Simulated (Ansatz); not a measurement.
# Step by step: formation energy of H_i in Pt (fcc, Fm-3m)

This concerns the formation energy of H_i in Pt (fcc, Fm-3m). Reaction: 64 Pt (fcc) + 1/2 H2 (gas) → cell A.

A: a supercell of 64 sites of Pt (fcc, Fm-3m) with H off the lattice sites (6 Pt at 2.02 Å); spin state with PBE: run without spin.

Ansatz (a program for electronic structure) with PAW potentials; structures come from PBE relaxations, nuclei static, no net charge. Ansatz runs with its default PAW set. Other levels take these structures. The lattices are those relaxed with PBE, so at other levels the solids can be strained, which adds to the spread. Larger cells are relaxed from a start prepared with the learned potential CHGNet, on a coarser mesh till forces fall under 0.03 eV/Å, which some starts already meet. A dispersion term (D3(BJ), or D4 for r2SCAN) was computed beside these levels and is taken off wherever the name lacks it. The PAW files were made for PBE and serve at the other functionals too. Space groups of crystals are read within 0.01 Å. The runs are scalar-relativistic, without spin-orbit coupling. Mesh and cell size may move defect energies by 0.1 eV or more. Cell A has symmetry Fm-3m within 0.02 Å and got no random move, so less symmetric positions, which may lie lower, weren't tried.

Total energies of the cells in eV, at zero smearing width. They compare only within one column; the weights balance every element.

```csv
cell,atoms,weight,r2SCAN,r2SCAN+D4
A: Pt:H_i,65,+1,-802369.32671,-802385.24251
Pt (fcc),64,−1,-802353.92478,-802369.75673
H2 (gas),2,−1/2,-31.88989,-31.89041
```

r2SCAN: (-802369.32671) − (-802353.92478) − 1/2 × (-31.88989) = 0.543 eV.

r2SCAN+D4: (-802385.24251) − (-802369.75673) − 1/2 × (-31.89041) = 0.459 eV.
